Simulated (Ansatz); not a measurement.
**What x(Na) = 0.5, 10 atoms, Cm does to CsGeI3**

The reference is CsGeI3 (space group R3m, No. 160; a = 8.4460 Å, c = 10.8472 Å (hexagonal axes)).

The other end (x = 1) is NaGeI3 (space group R3m, No. 160; a hypothetical phase, not in the database extracts checked; layered): 46.18 Å³/atom, gap 1.35 eV; this end may not be an ambient phase.

It is then changed as follows: Na replaces 50.0 % of the Cs, ordered in a cell of 10 atoms (starting symmetry Cm) and fully relaxed.

Calculations: r2SCAN (Ansatz, a program for electronic structure), without spin-orbit coupling, earlier PAW set. Γ-centred 6×6×3 mesh, Fermi–Dirac width 0.05 eV, for the changed cell.

| quantity | base | changed | shift |
|---|---|---|---|
| volume per atom | 44.67 Å³ | 45.43 Å³ | +0.752 Å³ |
| density | 4.36 g/cm³ | 3.88 g/cm³ | -0.474 g/cm³ |
| shortest interatomic distance | 5.197 bohr | 5.149 bohr | -0.048 bohr |
| band gap | 1.16 eV | 1.27 eV | +0.11 eV |
| gap character (in this cell's own zone, which can be folded) | – | direct at Y₂ | – |
| mixing energy (against an end that may be hypothetical) | – | +3 meV/atom | – |
| deviation of the volume from the linear (Vegard-type) interpolation | – | 0.0 % | – |
| bowing parameter b of this ordering, from Eg = [1−x] Eg[0] + x Eg[1] − b x [1−x] | – | -0.1 eV | – |

Each cell is one ordered arrangement of few atoms, which overstates ordering effects compared with a random alloy. Spin-orbit coupling, missing from the scalar runs, can matter with I. Stability against distortions was not tested. The base started in Cm and relaxed to R3m at this level. Labels are those of the standard path for the cell's own space group.
